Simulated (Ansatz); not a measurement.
Consider this model of amorphous Si₂₄O₅₀Sn.

```xyz
75
Lattice="10.4135 0.0000 0.0000 0.0000 10.4135 0.0000 0.0000 0.0000 10.4135" Properties=species:S:1:pos:R:3 pbc="T T T"
Si     1.1341     4.6115     6.2835
Si     0.0683     9.0668     0.1397
Si     1.9957     1.9924     2.7846
Si     8.6155     4.8443     6.5401
Si     4.3518     3.8993     3.4269
Si     1.3492     4.1868     9.2351
Si     4.7097     9.0753     9.2064
Si     6.6252     7.2099     2.7437
Si    10.3673     0.7630     4.9778
Si     8.6813     7.4716     8.4607
Si     9.7483     1.6760     9.8707
Si     8.4379     3.2554     1.6622
Si     2.7100    10.3392     0.5207
Si     9.3913     8.6781     3.1936
Si     8.3036     1.9108     7.1099
Si     5.4935     3.7657     0.5361
Si     3.6192     2.2402     9.1776
Si     3.9325     6.9696     4.2364
Si     1.2122     6.6001     3.9106
Si     6.9003     9.7359     7.4346
Si     7.1678     4.3770     3.9437
Si     4.2814     9.0624     6.3276
Si     0.6621     4.5534     1.5225
Si     6.0885     6.6964    10.1412
O      2.5503     7.4483     3.4918
O      7.9474     3.5119     7.2454
O     10.0001     4.3252     5.8713
O      9.5834    10.0269     4.1100
O      5.2761     7.5834     3.5684
O      3.8434     7.5967     5.7429
O      2.0793     3.3090     6.0708
O      7.5929     5.1479     5.3075
O      7.5048     6.8860     9.3954
O      5.9170     8.9924     6.3730
O      6.9728     3.3652     1.0203
O      1.0603     0.3042     6.1020
O      9.4564     4.4844     1.3292
O      1.5129     5.9185     5.3692
O      9.9208     7.9628     9.4564
O      9.3016     1.6614     5.8314
O      6.9597     5.6142     2.8967
O      9.0933     1.9435     0.9431
O      3.2626     2.6569     3.6560
O      8.9169     6.1959     7.4268
O      7.8345     8.1840     3.2321
O      7.1049     0.8339     6.8529
O      1.3747     3.0877     1.7577
O      1.6986     9.0534     0.3495
O      5.7800     3.5080     4.1178
O      4.8995     7.4703     9.3620
O      8.7404     1.5243     8.6232
O      2.5969     1.1394     9.8388
O      9.7895     8.8646     1.6135
O      1.2155     5.1703     0.1196
O      6.1497     9.7975     8.8967
O      3.9760     1.7613     7.6683
O      2.5180     0.6580     1.9888
O      4.1783     9.6967     0.2096
O      8.2481     8.8079     7.6021
O     10.3097     7.5387     3.9163
O      5.6282     5.1439    10.1171
O      1.0969     5.0283     7.8725
O      3.9429     5.3217     4.1155
O     10.3130     0.1732    10.0130
O      6.2863     7.3984     1.1767
O      0.8421     1.6219     3.8724
O      3.7321     9.2437     7.8857
O      0.3383     2.8974     9.4222
O      3.7839    10.3388     5.4180
O      1.0158     5.4399     2.8026
O      8.2468     3.3049     3.2995
O      4.4905     4.0280     1.8062
O      2.8755     3.6752     9.1684
O      4.9679     2.5043    10.0587
Sn     2.7159     1.4167     6.1920
```

These are PBE, scalar-relativistic without spin-orbit coupling (plane waves to 420 eV, PAW; Ansatz, a quantum-chemistry and plane-wave program) values and carry that method's errors.

A CHGNet melt-quench gave the starting glass, which DFT then relaxed. O atoms were pushed apart under 1.9 Å during the dynamics, to hinder bonds among them. The hot cell started wider than the set density and was brought back towards it in steps. It is the lowest in DFT energy of 2 quenches. It is a model cell: composition and starting density were chosen by hand, and all elements were melted together. No dispersion term was used. Its density started from a set value of 2.34 and ended at 2.34 g/cm³. The simulated quench (nominally 400 K/ps over its main leg) is rapid and tends to freeze in more defects than a deposited or slowly cooled glass has. One small periodic cell is one sample of the glass; other quenches scatter about these values. The volume was held where the preparation left it, at a PBE pressure of 0.0 GPa. Stress components on the final sampling reach 2.3 GPa.

Cut-offs for bonds: Si-Si 2.60 Å, Si-O 1.90 Å, Si-Sn 2.75 Å, O-O 1.58 Å, O-Sn 2.46 Å, Sn-Sn 3.06 Å. Two cations that share two anions don't count as bonded, nor two that share one unless they lie closer than Si-Si 2.38 Å, Si-Sn 2.68 Å, Sn-Sn 2.97 Å.

Problem. Give the coordination numbers, mean bond lengths and angles.

Solution. 
| Quantity | Result |
|---|---|
| Mean coordination of Si by anions | 4.00 (24 with 4) |
| Mean coordination of O | 2.00 (50 with 2) |
| Mean coordination of Sn by anions | 4.00 (1 with 4) |
| Mean Si-O bond | 1.635 Å (spread 0.014 Å, 96 counted) |
| Mean O-Sn bond | 1.990 Å (spread 0.011 Å, 4 counted) |
| Bond angle at Si | mean 109.5°, spread 4.7° |
| Bond angle at O | mean 140.7°, spread 15.1° |
| Bond angle at Sn | mean 110.9°, spread 21.7° |

Problem. List the pairs of like atoms that count as bonded by the rules above.

Solution. There are none by these rules.
